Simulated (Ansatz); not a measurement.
Start from HfO2 (space group Pca2_1, No. 29; a = 5.247 Å, b = 5.030 Å, c = 5.059 Å).

Calculations: r2SCAN in Ansatz (plane waves to 500 eV, PAW, scalar-relativistic without spin-orbit coupling).

One change was made to it. Results:

| quantity | base | after |
|---|---|---|
| density | 10.47 g/cm³ | 10.42 g/cm³ |
| band gap | 4.97 eV | 4.96 eV |

### Question
What was done to the base?
A. pressure 1.8 GPa
B. pressure −2 GPa
C. pressure −1 GPa
D. pressure 45 GPa

### Answer
C, pressure −1 GPa. For comparison, the density in the other runs: pressure −2 GPa gives 10.37 g/cm³; pressure 45 GPa gives 12.54 g/cm³; pressure 1.8 GPa gives 10.55 g/cm³.

With Hf present, leaving out spin-orbit coupling can change the band edges. Load acts through the strain it causes; cell and atoms are relaxed under it. Whether these cells are dynamically stable was not tested. Competing high-pressure phases were not computed. Along this pressure series the structure jumps between pressure 30 GPa and pressure 45 GPa; cells beyond that are another form of it. This is not the structure that HfO2 has at room temperature and ambient pressure.

Ansatz is a quantum-chemistry and plane-wave program.
